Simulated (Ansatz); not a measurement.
Levels about the gap of amorphous Si15B15N35 (65 atoms in a cell of 810 Å³, 2.20 g/cm³; zone centre alone, so wide bands show as single levels with stretches between that a denser mesh fills), at the geometry that PBE relaxed, where it gives -3.5 GPa on a denser mesh. The participation number counts the atoms over which a state spreads; weights are charges in smoothed Voronoi cells. The levels come from a single point, so bond lengths are those of that geometry. Method of the levels: PBE, scalar-relativistic without spin-orbit coupling (Ansatz, an electronic-structure program). Sampling: the zone centre alone; Fermi-Dirac width 0.02 eV; no spin polarisation. At PBE the levels at the filled edge of the gap are localised (band-tail or defect states).

It comes from a melt-quench run on a machine-learned potential (CHGNet), relaxed afterwards by DFT. N atoms were pushed apart under 1.9 Å during the dynamics, to hinder bonds among them. The hot cell started wider than the set density and was brought back towards it in steps. It is the lowest in DFT energy of 2 quenches. It is a model cell: composition and starting density were chosen by hand, and all elements were melted together. No dispersion term was used. Its density started from a set value of 2.20 and ended at 2.20 g/cm³. The quench (nominally 500 K/ps over its main leg) was far faster than any real one, so the model tends to hold more defects than a real film. A cell of this size samples the disorder only roughly. The volume was held where the preparation left it, at a PBE pressure of -3.5 GPa (tension). Stress components on the final sampling reach 6.0 GPa. On a 2×2×2 Γ-centred mesh force components of up to 0.12 eV/Å stay, since the relaxation ran on the zone centre alone.

```json
[
 {"E - E(highest filled), eV": "-0.60", "filling": "filled", "participation number": "16.7", "largest on": "N, 3 neighbours", "weight N": "0.87", "weight Si": "0.06", "weight B": "0.07"},
 {"E - E(highest filled), eV": "-0.55", "filling": "filled", "participation number": "15.2", "largest on": "N, 2 neighbours", "weight N": "0.86", "weight Si": "0.08", "weight B": "0.06"},
 {"E - E(highest filled), eV": "-0.49", "filling": "filled", "participation number": "16.7", "largest on": "N, 3 neighbours", "weight N": "0.87", "weight Si": "0.06", "weight B": "0.06"},
 {"E - E(highest filled), eV": "-0.39", "filling": "filled", "participation number": "23.1", "largest on": "N, 2 neighbours", "weight N": "0.88", "weight Si": "0.07", "weight B": "0.05"},
 {"E - E(highest filled), eV": "-0.31", "filling": "filled", "participation number": "12.6", "largest on": "N, 3 neighbours", "weight N": "0.88", "weight Si": "0.06", "weight B": "0.06"},
 {"E - E(highest filled), eV": "-0.22", "filling": "filled", "participation number": "16.1", "largest on": "N, 3 neighbours", "weight N": "0.89", "weight Si": "0.07", "weight B": "0.04"},
 {"E - E(highest filled), eV": "0.00", "filling": "filled", "participation number": "11.3", "largest on": "N, 2 neighbours", "weight N": "0.89", "weight Si": "0.07", "weight B": "0.04"},
 {"E - E(highest filled), eV": "2.69", "filling": "empty", "participation number": "12.7", "largest on": "Si, 3 neighbours", "weight N": "0.45", "weight Si": "0.45", "weight B": "0.10"},
 {"E - E(highest filled), eV": "2.83", "filling": "empty", "participation number": "13.6", "largest on": "Si, 3 neighbours", "weight N": "0.35", "weight Si": "0.38", "weight B": "0.27"},
 {"E - E(highest filled), eV": "3.12", "filling": "empty", "participation number": "10.5", "largest on": "Si, 4 neighbours", "weight N": "0.39", "weight Si": "0.49", "weight B": "0.12"},
 {"E - E(highest filled), eV": "3.40", "filling": "empty", "participation number": "28.2", "largest on": "Si, 3 neighbours", "weight N": "0.35", "weight Si": "0.39", "weight B": "0.27"},
 {"E - E(highest filled), eV": "3.54", "filling": "empty", "participation number": "31.8", "largest on": "B, 3 neighbours", "weight N": "0.38", "weight Si": "0.29", "weight B": "0.34"},
 {"E - E(highest filled), eV": "3.63", "filling": "empty", "participation number": "23.7", "largest on": "Si, 3 neighbours", "weight N": "0.37", "weight Si": "0.29", "weight B": "0.34"},
 {"E - E(highest filled), eV": "3.79", "filling": "empty", "participation number": "28.9", "largest on": "B, 3 neighbours", "weight N": "0.40", "weight Si": "0.32", "weight B": "0.28"}
]
```

Most localised among these is the empty level at +3.12 eV, on a Si atom, which has 4 neighbours (N 1.75 Å, N 1.75 Å, N 1.87 Å, N 1.90 Å).
